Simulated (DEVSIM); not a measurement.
System: Ti/SiO2/p-InP capacitor, at 250 K.

```
layer (left to right)  material  thickness (nm)  Na (cm⁻³)
---------------------  --------  --------------  ---------
1                          SiO2            11.0          -
2                           InP            7900     6.2e15
```

Metal gate on the left, work function 4.33 eV. Fixed charge at the semiconductor interface 3.9e11 cm⁻² (in units of +e); no interface traps.

The device is made up for the run: typed textbook-type constants, with dimensions and the other settings drawn at random. Values at 300 K; Nc and Nv go as T^1.5, mobilities as T to minus their exponent, the gap by Varshni's rule with the affinity fixed.

| parameter | SiO2 | InP |
|---|---|---|
| gap (eV) | 9 | 1.344 |
| affinity (eV) | 0.9 | 4.38 |
| permittivity | 3.9 | 12.5 |
| Nc (cm⁻³) | - | 5.7e17 |
| Nv (cm⁻³) | - | 1.1e19 |
| Varshni α (eV/K) | - | 0.000363 |
| Varshni β (K) | - | 162 |

Simulated with DEVSIM: 1D Poisson equation in equilibrium, Boltzmann statistics, complete ionisation; no quantum confinement or tunnelling. Metal contacts follow the ideal Schottky-Mott rule: no Fermi-level pinning, no interface dipoles.

Task: Tabulate band edges, carrier densities and field at -0.7 V on the gate.

Result: Energies count from the Fermi level of the right contact; mesh points crowd at the junctions.

```csv
x (μm),Ec (eV),Ev (eV),n (cm⁻³),p (cm⁻³),field (V/cm)
0.000,4.130,-4.870,< 1e2,< 1e2,-74000
0.001479,4.119,-4.881,< 1e2,< 1e2,-74000
0.004433,4.097,-4.903,< 1e2,< 1e2,-74000
0.008271,4.068,-4.932,< 1e2,< 1e2,-74000
0.01082,4.049,-4.951,< 1e2,< 1e2,-74000
0.01220,0.572,-0.788,1300000,1100,33000
0.01555,0.583,-0.777,760000,1900,33000
0.02790,0.623,-0.737,120000,12000,32000
0.05344,0.701,-0.659,3200,440000,29000
0.1151,0.865,-0.494,< 1e2,9.0e8,24000
0.2639,1.121,-0.238,< 1e2,1.3e14,11000
0.8417,1.204,-0.155,< 1e2,6.2e15,≈ 0
2.018,1.204,-0.155,< 1e2,6.2e15,≈ 0
4.688,1.204,-0.155,< 1e2,6.2e15,≈ 0
6.928,1.204,-0.155,< 1e2,6.2e15,≈ 0
7.504,1.204,-0.155,< 1e2,6.2e15,≈ 0
7.743,1.204,-0.155,< 1e2,6.2e15,≈ 0
7.842,1.204,-0.155,< 1e2,6.2e15,≈ 0
7.890,1.204,-0.155,< 1e2,6.2e15,≈ 0
7.903,1.204,-0.155,< 1e2,6.2e15,≈ 0
7.908,1.204,-0.155,< 1e2,6.2e15,≈ 0
7.911,1.204,-0.155,< 1e2,6.2e15,≈ 0
```
